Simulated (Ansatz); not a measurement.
Take an 8-atom supercell of SnO in the litharge type structure (space group P4/nmm, No. 129; a = 3.793 Å, c = 4.764 Å; layered, stacked along the Cartesian z axis) at its relaxed geometry as the base.

All numbers come from r2SCAN+rVV10, PAW, 500 eV (Ansatz, a program for electronic structure; scalar-relativistic without spin-orbit coupling).

For the base:

The pressure comes out as 0.0 GPa.

Modification: a neutral Sn interstitial (started 2.08 Å from the nearest host atom), atoms relaxed at fixed cell, starting from a slightly rattled geometry.

**Question.** What happens to the largest displacement of a host atom from its site in the perfect cell, final site of the added atom and pressure?

**Answer.** The largest displacement of a host atom from its site in the perfect cell amounts to 1.40 Å; the final site of the added atom comes out as 2 O at 2.05–2.12 Å (bent); the pressure goes from zero to 19.9 GPa.

The cell is small, so the values are those of an ordered compound at a high defect concentration; dilute-limit values will differ. A case with no gap was solved on a k-mesh chosen for an insulator, which is coarse for it. All final runs are without spin polarisation. The defect cell is not spin-polarised.
